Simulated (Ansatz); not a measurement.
# What uniaxial strain ε_xx = −1.30 % does to Sn

Base system: Sn (space group I4_1/amd, No. 141; a = 5.887 Å, c = 3.186 Å; relaxed with 0.1 eV smearing). Axes: x, y, z lie along a, b, c of the conventional cell.

Perturbation: uniaxial strain ε_xx = −1.30 %, all other strain components held at zero, atoms relaxed at fixed cell.

Calculations: DFT with r2SCAN, PAW potentials and a 500 eV plane-wave cutoff in Ansatz (a quantum-chemistry and plane-wave program), without spin-orbit coupling. k-mesh 21×21×21 (Γ-centred); smearing 0.1 eV (Fermi–Dirac).

The volume per atom falls by 0.36 Å³, from 27.60 Å³ to 27.24 Å³ and the space group changes from I4_1/amd (No. 141) to Imma (No. 74). The energy goes up by 1.2 meV/atom and the pressure (mean of the normal stresses, compression positive) goes from zero to 0.7 GPa. The band gap remains zero and the largest internal atomic displacement comes out as 0.035 Å. The stress (xx, yy, zz, yz, xz, xy; compression positive) comes out as (1.1, 0.7, 0.5, 0.0, 0.0, 0.0) GPa.

Final structure:

```
Sn
1.0
   -2.90501     2.94328     1.59321
    2.90501    -2.94328     1.59321
    2.90501     2.94328    -1.59321
Sn
2
Cartesian
  0.00000   2.94328   0.76139
  0.00000   0.00000   0.03521
```

Stability against distortions was not tested.
